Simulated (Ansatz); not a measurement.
Base system: BN in the h-BN type structure (space group P6_3/mmc, No. 194; a = 2.500 Å, c = 6.411 Å; layered, stacked along the Cartesian z axis).

Calculations: Kohn–Sham DFT with the PBEsol-D3(BJ) functional, run in Ansatz (a quantum-chemistry and plane-wave program) with PAW and 420 eV plane waves, no SOC.

Before the change:

The smallest direct gap is 4.49 eV and the band gap comes out as 4.08 eV.

Perturbation: an isotropic linear strain of −2.61 %; the atoms relax in the strained cell.

Q: What does the calculation give for the smallest direct gap, band gap and energy relative to the base after the change?

A: The smallest direct gap increases by 0.10 eV, from 4.49 eV to 4.59 eV; the band gap goes up by 0.07 eV to 4.15 eV; the energy grows by 45 meV/atom.

No phonon test of stability was made.
